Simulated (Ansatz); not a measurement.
A working Ansatz (an electronic-structure program) input for Nb2Sn (P4/nmm, 6 atoms in the cell) (DFT, PBE, plane waves, default PAW files):

Ansatz 0.2 input:
```yaml
crystal:
  lattice:
    - [4.299704, 0.000000, 0.000000]
    - [0.000000, 4.299704, 0.000000]
    - [0.000000, 0.000000, 6.560687]
  atoms:
    - { symbol: Nb, position: [0.000000, 0.000000, 0.000000] }
    - { symbol: Nb, position: [0.500000, 0.500000, 0.000000] }
    - { symbol: Nb, position: [0.500000, 0.000000, 0.270000] }
    - { symbol: Nb, position: [0.000000, 0.500000, 0.730000] }
    - { symbol: Sn, position: [0.500000, 0.000000, 0.700000] }
    - { symbol: Sn, position: [0.000000, 0.500000, 0.300000] }
basis:
  ecutwfc: 30.9 Ry
kpoints:
  mp_grid:
    grid: [9, 9, 6]
hamiltonian:
  xc: pbe
  pseudopotentials:
    kind: paw
scf:
  occupations:
    method: cold
    width: 0.02 Ry
output:
  forces: true
  eigenvalues: true
  stress: true
```

The run converged in 7 iterations: free energy E − TS (on the zero of these files) -30256.3907 eV; Fermi level (on the code's own zero) 15.42 eV; pressure 9.11 GPa; largest force (vector length) 0.879 eV/Å. Each of these slips is then made, one at a time:

(1)
```diff
+  max_iter: 40
+  convergence:
+    dr2_threshold: 1.0e-22 eV
```

(2)
```diff
+  convergence:
+    dr2_threshold: 1.0e-01 eV
```

Task: How does each altered input end?

Result: 
(1) A threshold far tighter than needed, beside a limit on iterations. The run converged in 20 iterations, and against the sound input the free energy stays essentially unchanged (within 1 meV/atom), the pressure stays at 9.11 GPa and the largest force hardly changes (0.879 to 0.878 eV/Å). It cost iterations: the sound input took 7.

(2) A convergence threshold that is too loose. The run converged in 2 iterations without an error; against the sound input the free energy stays essentially unchanged (within 1 meV/atom), the pressure moves little (9.11 to 9.09 GPa) and the largest force goes from 0.879 to 0.839 eV/Å.

The starting cell was generated: these elements placed on a structure prototype, without a prior relaxation; it need not be a known phase or ordering of this composition. Spin polarisation is off. In the base run, with a pressure of about 9 GPa the cell is away from its equilibrium volume at this level. Ansatz's pressure includes its estimate of the finite-basis (Pulay) stress.

Left out of this page: 2 runs of the series outside the window shown, repeating another row's setting, or not comparable; 1 run of the series stopped by limits of time or memory.
